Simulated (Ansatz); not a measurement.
**LiNbO$_{3}$ (space group R3c, No. 161)**

Space group R3c, hexagonal axes (No. 161); a = b = 5.1345 Å, c = 13.8252 Å, α = β = 90.00°, γ = 120.00°

```json
[
 {"atom": "Li", "site": "6a", "symmetry": "3.", "x": "0.0000", "y": "0.0000", "z": "0.2974"},
 {"atom": "Nb", "site": "6a", "symmetry": "3.", "x": "0.0000", "y": "0.0000", "z": "0.0150"},
 {"atom": "O", "site": "18b", "symmetry": "1", "x": "0.0467", "y": "0.3440", "z": "0.0793"}
]
```
(The calculation used a cell of 10 atoms; values per cell refer to that cell.)

All numbers come from PBEsol in Ansatz (plane waves to 420 eV, PAW, no spin-orbit coupling). Γ-centred 8×8×8 mesh, Fermi–Dirac width 0.05 eV.

The volume per atom comes out as 10.52 Å³ and the density comes out as 4.67 g/cm³. The band gap comes out as 3.51 eV (uncertain: the edges found on the path are not clean extrema) and the total energy is -1277.288 eV/atom (σ→0; compares only within this code and set-up).

No phonon test of stability was made.

Ansatz is a first-principles code.
